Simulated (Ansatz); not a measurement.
Start from CuI in the zinc blende structure (space group F-43m, No. 216; a = 5.939 Å). Axes: x, y, z lie along the cube axes.

Level of theory: Ansatz (an electronic-structure program), PBEsol, PAW, cutoff 420 eV, scalar-relativistic without spin-orbit coupling, earlier PAW set.

It is then changed as follows: tensor shear ε_xz = +3.33 % (engineering shear γ = 0.0666), atoms relaxed at fixed cell.

Problem. Predict the stress tensor and what it implies for the stiffness.

Solution. Stress of the strained cell less that of the base (GPa, compression positive):
```
   0.00    0.00   -1.62
   0.00    0.00    0.00
  -1.62    0.00    0.00
```

Then −Δσ/γ with γ = 2ε = 0.0666 gives secant stiffness values (nonlinear terms included at this strain): C55 ≈ 24 GPa.

As a check, the harmonic strain energy −½ V₀ Δσ:ε is 8.8 meV/atom; the computed energy rise is 8.8 meV/atom.

Stability against distortions was not tested. The final runs are not spin-polarised.
